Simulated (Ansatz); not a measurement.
The reference is CdSe in the wurtzite structure (space group P6_3mc, No. 186; a = 4.383 Å, c = 7.155 Å).

The change: a hydrostatic pressure of 9 GPa.

Levels (all Ansatz, an electronic-structure program, PAW, earlier PAW set): PBE (420 eV, no SOC); r2SCAN (500 eV, scalar-relativistic without spin-orbit coupling); HSE06 (420 eV, scalar-relativistic without spin-orbit coupling); PBE+SOC (420 eV, with spin-orbit coupling).

One geometry, relaxed with PBE, under each level:

The valence-band top lists the three highest levels at Γ (Kramers pairs under SOC), from the VBM.

```json
[
 {"level": "PBE", "band gap": "0.84 eV", "lowest conduction level above the VBM at special points": "Γ 0.84 eV; A 2.54 eV; L 2.93 eV; M 3.32 eV", "valence-band top at Γ": "0.00, 0.00, -0.09 eV", "electron mass": "0.075 mₑ along c, 0.080 mₑ across (at Γ)", "hole mass": "–", "pressure": "9.00 GPa"},
 {"level": "r2SCAN", "band gap": "1.35 eV", "lowest conduction level above the VBM at special points": "Γ 1.35 eV; A 3.03 eV; L 3.35 eV; M 3.71 eV", "valence-band top at Γ": "–", "electron mass": "0.10 mₑ along c, 0.11 mₑ across (at Γ)", "hole mass": "–", "pressure": "7.57 GPa"},
 {"level": "HSE06", "band gap": "?", "lowest conduction level above the VBM at special points": "?", "valence-band top at Γ": "–", "electron mass": "–", "hole mass": "–", "pressure": "–"},
 {"level": "PBE+SOC", "band gap": "0.73 eV", "lowest conduction level above the VBM at special points": "Γ 0.73 eV; A 2.42 eV; L 2.81 eV; M 3.18 eV", "valence-band top at Γ": "0.00, -0.05, -0.40 eV", "electron mass": "0.073 mₑ along c, 0.077 mₑ across (at Γ)", "hole mass": "1.3 mₑ along c, 0.13 mₑ across (at Γ)", "pressure": "8.95 GPa"}
]
```

Q: Give the withheld HSE06 results.

A: 
- HSE06, band gap: 1.82 eV
- HSE06, lowest conduction level above the VBM at special points: Γ 1.82 eV; A 3.54 eV; L 3.86 eV

Single points use the geometry relaxed with PBE. Their cutoffs differ, which shifts pressures a little. Differences between runs with and without spin-orbit coupling are approximate. Load acts through the strain it causes; cell and atoms are relaxed under it. Effective masses come from finite differences of ±0.01 Å⁻¹. Stability against distortions was not tested. Measured, CdSe leaves this structure (for rock salt) near 2.72 GPa (temperature not stated; as listed in Datta, Sujoy, Jana, Debnarayan, arXiv (2020)), on rising pressure, with hysteresis.
